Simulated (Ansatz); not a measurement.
Take GaAs in the zinc blende structure (space group F-43m, No. 216; a = 5.603 Å) as the base. Axes: x, y, z lie along the cube axes.

Level of theory: Ansatz (a quantum-chemistry and plane-wave program), LDA, PAW, cutoff 420 eV, no spin-orbit coupling.

For the base:

The shortest interatomic distance is 2.426 Å.

The change: biaxial strain −0.42 %, plane normal [111], relaxed out of plane (Cartesian); in-plane vectors clamped, the third vector and the atoms free.

Question: What does the calculation give for the shortest interatomic distance after the change?

Answer: The shortest interatomic distance decreases by 0.007 Å (2.426 Å → 2.419 Å).

Question: Predict the new in-plane stress.

Answer: The mean in-plane stress (compression positive) amounts to +0.7 GPa.

Question: What does the calculation give for the out-of-plane strain after the change?

Answer: The out-of-plane strain comes out as +0.20 %.

Stability against distortions was not tested.
